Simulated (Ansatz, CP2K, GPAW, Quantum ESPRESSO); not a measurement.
# NiGePd (P4/nmm, 6 atoms in the cell) computed with different codes at matched settings

Self-consistent single point.

```xyz
6
Lattice="3.6672 0.0000 0.0000 0.0000 3.6672 0.0000 0.0000 0.0000 6.3158" Properties=species:S:1:pos:R:3 pbc="T T T"
Ni     1.8336     1.8336     0.0000
Ni     0.0000     0.0000     0.0000
Ge     1.8336     0.0000     1.5411
Ge     0.0000     1.8336     4.7747
Pd     1.8336     0.0000     4.0405
Pd     0.0000     1.8336     2.2753
```

All programs got the same cell, k-point mesh and kind of occupations (in Ansatz's words: kpoints.mp_grid.grid = 6 6 4; scf.occupations.method = gaussian; scf.occupations.width = 0.0073 Ry); potentials, basis and cutoffs are each program's usual ones.

| code | model | pressure (GPa) | largest force (eV/Å) | k-points | cutoff |
|---|---|---|---|---|---|
| Quantum ESPRESSO | PBEsol, GBRV 1.5 ultrasoft (PBESOL) pseudopotentials | -10.20 | 0.019 | 30 | 50 Ry |
| GPAW | PBEsol, GPAW PAW datasets PBEsol (made by gpaw-setup) | -9.32 | 0.071 | 30 | 800 eV |
| CP2K | PBEsol, GPW, DZVP-MOLOPT-SR-GTH basis, GTH-PBE potentials (GTH_POTENTIALS) | -6.57 | 0.094 | 76 | grid 600 Ry |
| Ansatz | PBEsol, PAW files made with PBE | -10.20 | 0.015 | 30 | 30.9 Ry |

The spread over the programs that give each value: pressure within 3.63 GPa; largest force within 0.079 eV/Å.

The starting cell comes from a database of computed structures (which also holds hypothetical and non-ambient phases and stackings), without a prior relaxation at this level. Its lattice was rescaled by a random factor within 2.5 % of one. On Ansatz's run: Spin polarisation is off. In the base run, with a pressure of about -10 GPa the cell is away from its equilibrium volume at this level.

Q: Why do the programs differ, and what cannot be compared?

A: Differences of this kind can come from the potentials, where these differ, and from what each basis and cutoff leave unconverged. The valence holds different numbers of electrons (Quantum ESPRESSO 96, GPAW 72, CP2K 80, Ansatz (a first-principles code) 100). The zero of total energies and Fermi levels follows the potentials and each program's conventions, so they are not compared here. CP2K uses small atom-centred bases, whose incompleteness enters pressures, forces and empty levels differently from a plane-wave cutoff. Ansatz's pressure is given at a fixed set of plane waves, as the other plane-wave codes print theirs; with its correction for the finite basis it is -10.14 GPa. Ansatz's smearing width was typed in Ry to four decimals, so it matches the others to a few per cent. The programs reduce the same mesh by symmetry to different extents, which changes the work and not the result. In the pressure, CP2K (by 3.62) lies more than 1 GPa from the median of the plane-wave programs. In the force vectors, CP2K (by 0.100) lies more than 0.08 eV/Å from the median of the plane-wave programs.

Left out of this page: ABINIT (stopped by limits of time or memory); Elk (not drawn, or without a comparable value).

Keys are those of Ansatz 0.2.
